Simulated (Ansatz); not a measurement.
## WC: strain along the normal

WC (WC type, P-6m2, 10.416 Å³/atom at rest, c along z) under an equal strain ε in the (0001) plane with the normal axis free, as in a coherent film. r2SCAN in Ansatz, a plane-wave DFT program (PAW, default set), 500 eV, 23×23×20 Γ-centred mesh, Fermi-Dirac smearing 0.10 eV; ions are relaxed within the symmetry of each cell.

Here s stands for strain and y for normal strain.

| strain (%) | normal strain (%) |
|---|---|
| -3.00 | ? |
| -1.50 | 0.54 |
| -1.00 | 0.36 |
| -0.50 | 0.18 |
| 0.00 | 0.00 |
| 0.50 | -0.17 |
| 1.00 | -0.34 |
| 1.50 | -0.50 |

The 7 complete rows are fitted with a straight line, y against s. Means: s 0, y 0.010. About the means, the sum of products is -2.4350 and the sum of squares of s is 7.0000; the slope is their ratio. Least squares gives y = 0.010 - 0.3479·s. Residuals (row less fit): 0.008, 0.002, -0.004, -0.010, -0.006, -0.002, 0.012; standard error 0.009 (degrees of freedom: 5). The slope, -0.35 ± 0.00, is the elastic response of the normal axis, −2C13/C33.

Task: Predict the withheld y at s = -3.00 from the fit, and compare with the calculation.

Result: y = 0.010 - 0.3479 × (-3.0) = 1.054%. The calculation gives 1.13%, 0.076% above the prediction (4.7 % of the range of y in the table). The row lies outside the fitted rows, so this is an extrapolation. From the scatter of the fitted rows alone, a prediction at this place has a standard error of 0.013%, so the miss is 5.8 times that.

One order more, fitted to all 13 runs of the series, follows each within 0.01, so the miss is the next term of a smooth law. In a metal these values are sensitive to mesh and smearing; energies are taken to zero smearing, stresses follow the free energy. Rows are the converged runs of the series near zero and its far end; series whose fitted rows scatter by over a few per cent of the range, as at a crossing or softening among them, aren't shown in this form. Most that stay on the fit to the last digits aren't either.
